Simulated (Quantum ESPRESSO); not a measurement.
Quantum ESPRESSO run on NaPt2 (Fd-3m, 6 atoms in the cell): self-consistent single point.

Method of the run: LDA (PZ), GBRV 1.5 ultrasoft (LDA) pseudopotentials (plane waves; Quantum ESPRESSO).

```yaml
crystal:
  lattice:
    - [-3.75235, 0.00000, 3.75235]
    - [0.00000, 3.75235, 3.75235]
    - [-3.75235, 3.75235, 0.00000]
  atoms:
    - { symbol: Na, position: [0.50000, 0.50000, 0.50000] }
    - { symbol: Na, position: [0.75000, 0.75000, 0.75000] }
    - { symbol: Pt, position: [0.12500, 0.12500, 0.12500] }
    - { symbol: Pt, position: [0.62500, 0.12500, 0.12500] }
    - { symbol: Pt, position: [0.12500, 0.12500, 0.62500] }
    - { symbol: Pt, position: [0.12500, 0.62500, 0.12500] }
```

Reference input (self-consistent single point, DFT, LDA (PZ), plane waves, GBRV 1.5 ultrasoft (LDA) pseudopotentials): ecutwfc = 40 Ry; ecutrho = 320 Ry; occupations = smearing; smearing = fd; degauss = 0.0073499 Ry; potentials = {Na: na_lda_v1.5.uspp.F.UPF, Pt: pt_lda_v1.4.uspp.F.UPF}; K_POINTS = automatic 8 8 8 0 0 0; conv_thr = 1e-11 Ry; mixing_beta = 0.4. This run's input differs from it in these lines:

```diff
@@ -34,3 +34,3 @@
 K_POINTS automatic
-8 8 8  0 0 0
+4 4 4  0 0 0
```

Output (repeated stretches shortened):

```
     Self-consistent Calculation

     iteration #  1     ecut=    40.00 Ry     beta= 0.40

     negative rho (up, down):  6.937E-01 0.000E+00

     total energy              =   -1032.53761000 Ry
     estimated scf accuracy    <       4.34120414 Ry

     iteration #  2     ecut=    40.00 Ry     beta= 0.40

     negative rho (up, down):  6.925E-01 0.000E+00

     total energy              =   -1033.55117040 Ry
     estimated scf accuracy    <       0.31308640 Ry

     iteration #  3     ecut=    40.00 Ry     beta= 0.40

     negative rho (up, down):  6.839E-01 0.000E+00

     total energy              =   -1033.58689765 Ry
     estimated scf accuracy    <       0.02598512 Ry

   [... 8 blocks of this kind left out ...]

     iteration # 12     ecut=    40.00 Ry     beta= 0.40

     negative rho (up, down):  6.794E-01 0.000E+00

     total energy              =   -1033.58953878 Ry
     estimated scf accuracy    <          1.3E-11 Ry

     iteration # 13     ecut=    40.00 Ry     beta= 0.40

     negative rho (up, down):  6.794E-01 0.000E+00
     End of self-consistent calculation

     the Fermi energy is    13.0226 ev

!    total energy              =   -1033.58953878 Ry
     estimated scf accuracy    <          9.0E-12 Ry
     smearing contrib. (-TS)   =      -0.00992521 Ry
     internal energy E=F+TS    =   -1033.57961358 Ry

     convergence has been achieved in  13 iterations

     negative rho (up, down):  6.794E-01 0.000E+00

     Forces acting on atoms (cartesian axes, Ry/au):

     atom    1 type  1   force =     0.00000000    0.00000000    0.00000000
   [... zero for the other atoms too ...]

     Total force =     0.000000     Total SCF correction =     0.000000

     negative rho (up, down):  6.794E-01 0.000E+00
          total   stress  (Ry/bohr**3)                   (kbar)     P=      -53.54
  -0.00036396  -0.00000000  -0.00000000          -53.54       -0.00       -0.00
  -0.00000000  -0.00036396   0.00000000           -0.00      -53.54        0.00
  -0.00000000   0.00000000  -0.00036396           -0.00        0.00      -53.54

   JOB DONE.
```

The run converged in 13 iterations. Against the reference run the free energy rises by 47.0 meV/atom and the pressure goes from -5.83 to -5.35 GPa.

The starting cell comes from a database of computed structures (which also holds hypothetical and non-ambient phases and stackings), without a prior relaxation at this level. Spin polarisation is off. With a pressure of about -5 GPa the cell is away from its equilibrium volume at this level.

Cost on one core of a shared machine: roughly 30 s.
